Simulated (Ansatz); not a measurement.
Given:

```xyz
6
Lattice="3.5888 0.0000 -0.0965 -1.7944 3.1080 0.0483 -0.3198 0.0000 11.8890" Properties=species:S:1:pos:R:3 pbc="T T T"
Sn    -0.0800     2.2530     2.9722
Sn     1.5545     0.8550     8.8685
S      0.7273     2.4892     7.2656
S      2.6816     0.6188     1.2728
S      0.7473     0.6188     4.5751
S     -1.2070     2.4892    10.5679
```

No spin polarisation.

Calculations: PBE-D3(BJ) (Ansatz, a first-principles code; PAW; 420 eV plane waves; no spin-orbit coupling), earlier PAW set. Γ-centred 15×15×4 mesh, Fermi–Dirac width 0.05 eV.

**Question.** What is the computed band gap?

**Answer.** 0.65 eV.

**Question.** What valence-band top at Γ (three highest levels, from the VBM) does the calculation give?

**Answer.** 0.00, -0.18, -0.39 eV.

**Question.** Estimate the gap character.

**Answer.** Indirect, Γ → Y.

**Question.** What is the computed pressure (mean of the normal stresses, compression positive)?

**Answer.** 4.5 GPa.

The cells carry an imposed strain or load. Whether these cells are dynamically stable was not tested. Under tensor shear ε_xz = −2.69 % the cell ends below the base's energy or with stress of the wrong sign: the atoms slid into a distortion or the cell is elastically unstable, so the base is not a stable minimum at this level. The cell was made from SnS2 in the 2H-MoS2 type structure (space group P6_3/mmc, No. 194; a hypothetical phase, not in the database extracts checked; layered, stacked along the Cartesian z axis) by this change: tensor shear ε_xz = −2.69 %.
